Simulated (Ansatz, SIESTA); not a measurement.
An Ansatz (a quantum-chemistry and plane-wave program) input for a self-consistent single point of HfO₂ (Fm-3m, 3 atoms in the cell) (DFT, PBE with spin-orbit coupling, plane waves, default PAW files):

Ansatz 0.2 input:
```yaml
crystal:
  lattice:
    - [0.000000, 2.541778, 2.541778]
    - [2.541778, 0.000000, 2.541778]
    - [2.541778, 2.541778, 0.000000]
  atoms:
    - { symbol: Hf, position: [0.000000, 0.000000, 0.000000] }
    - { symbol: O, position: [0.250000, 0.250000, 0.250000] }
    - { symbol: O, position: [0.750000, 0.750000, 0.750000] }
kpoints:
  mp_grid: { grid: [9, 9, 9] }
hamiltonian:
  xc: pbe
  pseudopotentials: { kind: paw }
magnetization:
  noncollinear: true
  spin_orbit: true
scf:
  occupations: { method: fermi_dirac, width: 0.02 }
output:
  forces: true
  eigenvalues: true
  stress: true
```

Q: Write the same calculation as an input for SIESTA.

A: One input that does it (others would too):

```
# files in the folder: Hf.psml O.psml (PseudoDojo PBE fully relativistic)
SystemName  HfO2
SystemLabel siesta

NumberOfAtoms                3
NumberOfSpecies              2
%block ChemicalSpeciesLabel
  1 72 Hf
  2 8 O
%endblock ChemicalSpeciesLabel
LatticeConstant              1.0 Bohr
%block LatticeVectors
     0.000000000    4.803264290    4.803264290
     4.803264290    0.000000000    4.803264290
     4.803264290    4.803264290    0.000000000
%endblock LatticeVectors
AtomicCoordinatesFormat      Ang
%block AtomicCoordinatesAndAtomicSpecies
     0.000000000    0.000000000    0.000000000  1
     1.270889000    1.270889000    1.270889000  2
     3.812667000    3.812667000    3.812667000  2
%endblock AtomicCoordinatesAndAtomicSpecies

XC.functional                GGA
XC.authors                   PBE
PAO.BasisSize                DZP
PAO.EnergyShift              0.01 Ry
MeshCutoff                   400 Ry
%block kgrid.MonkhorstPack
    9   0   0  0.0
    0   9   0  0.0
    0   0   9  0.0
%endblock kgrid.MonkhorstPack
OccupationFunction           FD
ElectronicTemperature        0.02 eV
Spin                         spin-orbit
%block DM.InitSpin
  1 0.00 0.00 0.00
  2 0.00 0.00 0.00
  3 0.00 0.00 0.00
%endblock DM.InitSpin

MaxSCFIterations             150
SCF.Mixer.Method             Pulay
SCF.Mixer.Weight             0.2
SCF.Mixer.History            6
SCF.DM.Tolerance             1.0E-04
Diag.ParallelOverK           true
WriteForces                  true
Charge.Mulliken              end
```

Basis, cutoffs, solver keys and any potentials are the target program's own. This input uses DFT, GGA PBE with spin-orbit coupling, numerical atomic orbitals DZP, PseudoDojo PBE fully relativistic norm-conserving potentials (rewritten from UPF to PSML). Both were run: gap on the mesh 3.880 eV in Ansatz and 3.700 in SIESTA; size of the net moment 0.00 μB/atom in Ansatz and 0.00 in SIESTA.

On SIESTA: the starting cell has typed, rounded lattice constants, without a prior relaxation at this level. Its lattice was rescaled by a random factor within 2.5 % of one. Values carry the incompleteness of an atom-centred basis.

On Ansatz: the starting cell has typed, rounded lattice constants, without a prior relaxation at this level. Its lattice was rescaled by a random factor within 2.5 % of one.
